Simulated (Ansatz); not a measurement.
Base system: NiO in the rock salt structure (space group Fm-3m, No. 225; ferromagnetic).

NiO is taken in the cubic space group Fm-3m (No. 225), the rock salt structure, Pearson symbol cF8. Lattice parameters: a = b = c = 4.1906 Å, α = β = γ = 90.00°. O on 4a is surrounded by 6 Ni at 2.095 Å (octahedral). Ni on 4b is coordinated by 6 O at 2.095 Å (octahedral). (Neighbours: up to the widest gap in distance over summed covalent radii, below 1.35, at either atom; cation-cation and far metal-metal contacts left out.)
(The calculation used a cell of 2 atoms; values per cell refer to that cell.)

Method: r2SCAN (Ansatz, a quantum-chemistry and plane-wave program), spin-orbit coupling left out, earlier PAW set.

Base values:

```
Property                    Result
-------------------  -------------
Pressure                   0.0 GPa
Band gap                   0.85 eV
Smallest direct gap        1.74 eV
Magnetic state       ferromagnetic
```

One thing is altered: every lattice vector is shortened by 0.79 %; the atoms relax in the strained cell.

Problem. Predict the new energy relative to the base.

Solution. The energy increases by 3.6 meV/atom.

Problem. Predict the new pressure.

Solution. The pressure goes from zero to 5.4 GPa.

Problem. What does the calculation give for the band gap after the change?

Solution. The band gap decreases by 0.08 eV to 0.77 eV.

Problem. What happens to the smallest direct gap?

Solution. The smallest direct gap falls by 0.03 eV (1.74 eV → 1.71 eV).

Problem. What does the calculation give for the magnetic state after the change?

Solution. The magnetic state stays ferromagnetic.

Whether these cells are dynamically stable was not tested. No Hubbard U is applied and the magnetic state is the run's own (NiO ferromagnetic); other magnetic orders, which need larger cells, were not tried and can change the gap. A gap here joins edges of opposite spin (a spin-flip gap). In its common phase, real NiO is an antiferromagnetic insulator at low temperature.
